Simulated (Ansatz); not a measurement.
Data:

```yaml
crystal:
  lattice:
    - [-2.73414, 2.73414, 5.54953]
    - [2.73414, -2.73414, 5.54953]
    - [2.73414, 2.73414, -5.54953]
  atoms:
    - { symbol: Cu, position: [0.00000, 0.00000, 0.00000] }
    - { symbol: Cu, position: [0.75000, 0.25000, 0.50000] }
    - { symbol: Zn, position: [0.25000, 0.75000, 0.50000] }
    - { symbol: Sn, position: [0.50000, 0.50000, 0.00000] }
    - { symbol: S, position: [0.37108, 0.89531, 0.00805] }
    - { symbol: S, position: [0.10469, 0.11274, 0.47576] }
    - { symbol: S, position: [0.88726, 0.36302, 0.99195] }
    - { symbol: S, position: [0.63698, 0.62892, 0.52424] }
```

No spin polarisation.

Computed with PBE, PAW, 420 eV (Ansatz, a first-principles code; no spin-orbit coupling). Γ-centred 9×9×9 mesh, Fermi–Dirac width 0.05 eV.

**Question.** Estimate the space group.

**Answer.** I-4 (No. 82).

**Question.** What is the computed band gap?

**Answer.** Zero.

**Question.** What is the computed pressure (mean of the normal stresses, compression positive)?

**Answer.** -1.0 GPa.

The cells carry an imposed strain or load. No phonon test of stability was made. All final runs are without spin polarisation. The cell was made from ZnCu2SnS4 (space group I-4, No. 82) by this change: uniaxial strain ε_zz = +1.50 %. Gaps under 0.05 eV, about the width of the smearing, are given as zero. The zero or small gap of ZnCu2SnS4 can change with the level of theory.
